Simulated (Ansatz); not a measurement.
System: Ti5Te4 (I4/m, No. 87). Method: PBEsol in Ansatz (plane waves, PAW).

Numerical settings: plane-wave cutoff 520 eV, 16×16×16 k mesh, Fermi–Dirac smearing 0.05 eV, no spin polarisation, scalar-relativistic PAW data made under PBE.

Cell (relaxed at this level):

Space group I4/m (No. 87); a = b = 10.079 Å, c = 3.660 Å, α = β = γ = 90.00°

| atom | site | symmetry | x | y | z |
|---|---|---|---|---|---|
| Ti | 2a | 4/m.. | 0.0000 | 0.0000 | 0.0000 |
| Ti | 8h | m.. | 0.3126 | 0.3749 | 0.0000 |
| Te | 8h | m.. | 0.0564 | 0.2810 | 0.0000 |
(The calculation used a cell of 9 atoms; values per cell refer to that cell.)

Q: Predict the bulk modulus B0 and pressure derivative B′ of the bulk modulus.

A: 
- bulk modulus B0: 77.7 GPa
- pressure derivative B′ of the bulk modulus: 5.1

The run finds no gap.

Note: the bulk modulus comes from volumes at which shape and atoms were relaxed.

Spin–orbit coupling is not included; it can open a gap where bands touch, and shift volumes and moduli.

Computed values are for the static lattice.

The result took very roughly 3 core-hours.

Ansatz is a program for electronic structure.
